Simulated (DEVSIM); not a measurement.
System: Co/HfO2/SiO2/n-Si capacitor, at 250 K.

```tsv
layer (left to right)	material	thickness (nm)	Nd (cm⁻³)
1	HfO2	8.00	-
2	SiO2	0.790	-
3	Si	1400	1.7e17
```

Metal gate on the left, work function 5 eV. Fixed charge at the semiconductor interface 0 cm⁻² (in units of +e); no interface traps.

Constants are typed, rounded textbook-type inputs, not results; the design itself was drawn at random and stands for no fabricated device. Values at 300 K; Nc and Nv go as T^1.5, mobilities as T to minus their exponent, the gap by Varshni's rule with the affinity fixed.

| parameter | HfO2 | SiO2 | Si |
|---|---|---|---|
| gap (eV) | 5.7 | 9 | 1.124 |
| affinity (eV) | 2.5 | 0.9 | 4.05 |
| permittivity | 22 | 3.9 | 11.7 |
| Nc (cm⁻³) | - | - | 2.86e19 |
| Nv (cm⁻³) | - | - | 3.1e19 |
| Varshni α (eV/K) | - | - | 0.000473 |
| Varshni β (K) | - | - | 636 |

Simulated with DEVSIM: 1D Poisson equation in equilibrium, Boltzmann statistics, complete ionisation; no quantum confinement or tunnelling. Metal contacts follow the ideal Schottky-Mott rule: no Fermi-level pinning, no interface dipoles.

Problem. Tabulate band edges, carrier densities and field at 0.2 V on the gate.

Solution. Energies count from the Fermi level of the right contact; mesh points crowd at the junctions.

| x (μm) | Ec (eV) | Ev (eV) | n (cm⁻³) | p (cm⁻³) | field (V/cm) |
|---|---|---|---|---|---|
| 0.000 | 2.300 | -3.400 | < 1e2 | < 1e2 | -88000 |
| 0.001211 | 2.289 | -3.411 | < 1e2 | < 1e2 | -88000 |
| 0.003190 | 2.272 | -3.428 | < 1e2 | < 1e2 | -88000 |
| 0.005795 | 2.249 | -3.451 | < 1e2 | < 1e2 | -88000 |
| 0.007769 | 2.232 | -3.468 | < 1e2 | < 1e2 | -88000 |
| 0.008392 | 3.810 | -5.190 | < 1e2 | < 1e2 | -490000 |
| 0.009004 | 0.637 | -0.499 | 3100000 | 2.1e9 | -160000 |
| 0.01143 | 0.598 | -0.538 | 1.9e7 | 3.4e8 | -160000 |
| 0.01563 | 0.534 | -0.602 | 3.7e8 | 1.8e7 | -150000 |
| 0.02505 | 0.408 | -0.728 | 1.3e11 | 50000 | -120000 |
| 0.04431 | 0.222 | -0.914 | 7.2e14 | < 1e2 | -71000 |
| 0.1089 | 0.105 | -1.031 | 1.7e17 | < 1e2 | -260 |
| 0.2281 | 0.105 | -1.032 | 1.7e17 | < 1e2 | ≈ 0 |
| 0.4720 | 0.105 | -1.032 | 1.7e17 | < 1e2 | ≈ 0 |
| 1.016 | 0.105 | -1.032 | 1.7e17 | < 1e2 | ≈ 0 |
| 1.229 | 0.105 | -1.032 | 1.7e17 | < 1e2 | ≈ 0 |
| 1.324 | 0.105 | -1.032 | 1.7e17 | < 1e2 | ≈ 0 |
| 1.371 | 0.105 | -1.032 | 1.7e17 | < 1e2 | ≈ 0 |
| 1.396 | 0.105 | -1.032 | 1.7e17 | < 1e2 | ≈ 0 |
| 1.403 | 0.105 | -1.032 | 1.7e17 | < 1e2 | ≈ 0 |
| 1.407 | 0.105 | -1.032 | 1.7e17 | < 1e2 | ≈ 0 |
| 1.409 | 0.105 | -1.032 | 1.7e17 | < 1e2 | ≈ 0 |
